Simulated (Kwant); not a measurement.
Model system: six-terminal Hall bar in a InAs two-dimensional gas. Effective mass 0.023 mₑ, grid spacing 5.8 nm, hard walls, nominal width 150 nm (25 grid rows, so walls 150.8 nm apart), one parabolic valley, scattering region 390 nm long along x; energies count from the band bottom; Fermi energy 0.0152 eV. Four side probes 75 nm wide, two on each edge; current runs along x; the sign of the Hall resistance is a convention. Perpendicular field swept from 0.25165 to 5.1337 T, also in the leads; orbital effect alone.

The device is made up for the run: typed textbook-type constants, with dimensions and the other settings drawn at random.

Kwant, effective-mass tight-binding model on a square grid, one spin, coherent transport at 0 K. Resistances are in h/e².

Task: How many Landau levels lie under the Fermi energy, and what Hall resistance follows, at 15.2 meV and 0.500 T; 15.2 meV and 2.57 T; 15.2 meV and 2.98 T; 15.2 meV and 3.81 T?

Result: ħωc = ħeB/m = 5.03 meV a tesla; levels lie at (n + ½)ħωc. E/ħωc = 6.04 gives 6 levels and h/(6e²) = 0.167; simulated 0.154, off the plateau. E/ħωc = 1.18 gives 1 level and h/(1e²) = 1.000; simulated 1.000. E/ħωc = 1.01 gives 1 level and h/(1e²) = 1.000; simulated 1.000. E/ħωc = 0.79 gives 1 level and h/(1e²) = 1.000; simulated 1.000. The count is that of a wide sample; where the walls of bar or probes squeeze the orbits, it misses.
